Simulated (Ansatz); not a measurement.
ScBiO3: response to strain

Base system: ScBiO3 (space group R3c, No. 161; a cell from a computed database, its experimental status unchecked).

```xyz
10
Lattice="2.8565 1.6492 4.7684 -2.8565 1.6492 4.7684 0.0000 -3.2984 4.7684" Properties=species:S:1:pos:R:3 pbc="T T T"
Sc     0.0000     0.0000     3.1603
Sc     0.0000     0.0000    10.3129
Bi     0.0000     0.0000     0.0408
Bi     0.0000     0.0000     7.1934
O     -1.2876     1.9908     6.4595
O     -1.0803    -2.1105     6.4595
O      2.3678     0.1197     6.4595
O      0.4887    -1.5295     8.8437
O     -1.5689     0.3415     8.8437
O      1.0803     1.1880     8.8437
```

Cartesian axes are those of the cell as printed.

Strains are applied to the cell and any free atomic positions relax.

Calculations: PBEsol (Ansatz, a first-principles code; PAW; 420 eV plane waves; without spin-orbit coupling).

Notes on the quantities. energy relative to the base: free energy F.

```json
[
 {"case": "base", "band gap": "3.08 eV", "energy relative to the base": "0 meV/atom", "volume per atom": "13.48 Å³"},
 {"case": "isotropic strain −2.05 %", "band gap": "3.05 eV", "energy relative to the base": "___", "volume per atom": "12.67 Å³"},
 {"case": "uniaxial strain ε_xx = +1.28 %", "band gap": "3.05 eV", "energy relative to the base": "+1.4 meV/atom", "volume per atom": "13.65 Å³"},
 {"case": "tensor shear ε_xz = +0.52 %", "band gap": "___", "energy relative to the base": "+0.2 meV/atom", "volume per atom": "13.48 Å³"}
]
```

Q: Complete the table.

A: 
- isotropic strain −2.05 %, energy relative to the base: +20 meV/atom
- tensor shear ε_xz = +0.52 %, band gap: 3.06 eV

Spin-orbit coupling, missing from the scalar runs, can matter with Bi. Whether these cells are dynamically stable was not tested. All final runs are without spin polarisation.
